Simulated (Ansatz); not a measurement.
Consider BaTiO$_{3}$ in the cubic perovskite structure (space group Pm-3m, No. 221).

```xyz
5
Lattice="4.0192 0.0000 0.0000 0.0000 4.0192 0.0000 0.0000 0.0000 4.0192" Properties=species:S:1:pos:R:3 pbc="T T T"
Ba     0.0000     0.0000     0.0000
Ti     2.0096     2.0096     2.0096
O      2.0096     0.0000     2.0096
O      0.0000     2.0096     2.0096
O      2.0096     2.0096     0.0000
```

Calculations: Kohn–Sham DFT with the PBE functional, run in Ansatz (an electronic-structure program) with PAW and 420 eV plane waves, spin-orbit coupling left out.

Strains are applied to the cell and any free atomic positions relax.

One change was made to it. Results:

```csv
quantity,base,after
energy relative to the base (free energy F),0 meV/atom,+21 meV/atom
band gap,1.78 eV,1.90 eV
```

### Question
Which of these changes matches the shifts?
A) isotropic strain −3.00 %
B) isotropic strain −1.20 %
C) isotropic strain −0.60 %
D) isotropic strain −1.80 %

### Answer
D, isotropic strain −1.80 %. For comparison, the energy relative to the base in the other runs: isotropic strain −0.60 % gives +2.1 meV/atom; isotropic strain −1.20 % gives +9.0 meV/atom; isotropic strain −3.00 % gives +60 meV/atom.

Whether these cells are dynamically stable was not tested. The final runs are not spin-polarised. Many cubic perovskites are stable only at high temperature; tilts and polar distortions were not tested. This is not the structure that BaTiO3 has at room temperature and ambient pressure.
